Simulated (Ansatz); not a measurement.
The parent structure is Mg in the hcp (Mg type) structure (space group P6_3/mmc, No. 194; relaxed with 0.1 eV smearing).

```cif
data_Mg2
_chemical_formula_sum 'Mg2'
_space_group_name_H-M_alt 'P63/mmc'
_space_group_IT_number 194
_space_group_name_Hall '-P 6c 2c'
_cell_length_a 3.19522
_cell_length_b 3.19522
_cell_length_c 5.19658
_cell_angle_alpha 90.000
_cell_angle_beta 90.000
_cell_angle_gamma 120.000
loop_
_atom_site_label
_atom_site_type_symbol
_atom_site_symmetry_multiplicity
_atom_site_Wyckoff_symbol
_atom_site_fract_x
_atom_site_fract_y
_atom_site_fract_z
_atom_site_occupancy
Mg1 Mg 2 c 0.33333 0.66667 0.25000 1
```

All numbers come from DFT with PBE, PAW potentials and a 420 eV plane-wave cutoff in Ansatz (a first-principles code), no spin-orbit coupling.

Before the change:

```
Property   Result
--------  -------
Pressure  0.0 GPa
Band gap     zero
```

Perturbation: the cell is scaled by 1.0050 in all directions; the atoms relax in the strained cell.

Q: What happens to the energy relative to the base, pressure and band gap?

A: The energy increases by 0.6 meV/atom; the pressure (mean of the normal stresses, compression positive) goes from zero to -0.5 GPa; the band gap stays zero.

Stability against distortions was not tested.
